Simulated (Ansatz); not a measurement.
Data:

```yaml
crystal:
  lattice:
    - [3.44972, 0.00000, 0.00000]
    - [0.00000, 4.87864, 0.00000]
    - [1.72486, 2.43932, 1.86012]
  atoms:
    - { symbol: Cl, position: [0.00000, 0.00000, 0.00000] }
    - { symbol: Li, position: [0.00000, 0.50000, 0.00000] }
```

No spin polarisation.

Method: r2SCAN in Ansatz (plane waves to 500 eV, PAW, without spin-orbit coupling). Γ-centred 11×11×11 mesh, Fermi–Dirac width 0.05 eV.

### Question
Predict the smallest direct gap and valence-band top at Γ.

### Answer
The smallest direct gap is 7.39 eV. The valence-band top at Γ (three highest levels, from the VBM) is 0.00, -0.39, -0.47 eV.

The cells carry an imposed strain or load. Whether these cells are dynamically stable was not tested. The cell was made from LiCl in the rock salt structure (space group Fm-3m, No. 225) by this change: biaxial strain −4.57 %, plane normal [110], relaxed out of plane.

Ansatz is a program for electronic structure.
